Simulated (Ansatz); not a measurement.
## MgS: isotropic strain −2.50 %

Consider MgS in the rock salt structure (space group Fm-3m, No. 225; a = 5.182 Å).

Perturbation: every lattice vector is shortened by 2.50 %, atoms relaxed at fixed cell.

Method: PBEsol/PAW in Ansatz (an electronic-structure program), scalar-relativistic without spin-orbit coupling. Γ-centred 11×11×11 mesh, Fermi–Dirac width 0.05 eV.

```tsv
quantity	base	changed	shift
volume per atom	17.39 Å³	16.12 Å³	-1.27 Å³
space group	Fm-3m (No. 225)	Fm-3m (No. 225)	–
shortest interatomic distance	2.591 Å	2.526 Å	-0.065 Å
energy relative to the base (free energy F)	0 meV/atom	+26 meV/atom	+26 meV/atom
pressure	0.00 GPa	6.92 GPa	+6.92 GPa
band gap	2.73 eV	2.87 eV	+0.146 eV
gap character	indirect, Γ → X	indirect, Γ → X	–
smallest direct gap	3.69 eV	4.32 eV	+0.63 eV
mean gap deformation potential ΔEg/Δln V	–	-1.9 eV	–
width of the top valence band	2.43 eV	2.65 eV	+0.226 eV
electron mass	0.53 mₑ along k, 0.29 mₑ across (at X)	0.54 mₑ along k, 0.29 mₑ across (at X)	–
hole mass (degenerate bands, along [100])	0.25, 0.92, 0.92 mₑ (at Γ)	0.26, 0.85, 0.85 mₑ (at Γ)	–
valley order (the lowest conduction-band minima on the path, energy above the VBM, named in the base's zone)	X along ⟨100⟩ 2.73 eV; Γ 3.69 eV	X along ⟨100⟩ 2.87 eV; Γ 4.32 eV	–
```

Masses are band curvatures over ±0.01 Å⁻¹ around the edge. Along k means along the line from Γ to the band edge. No phonon test of stability was made.
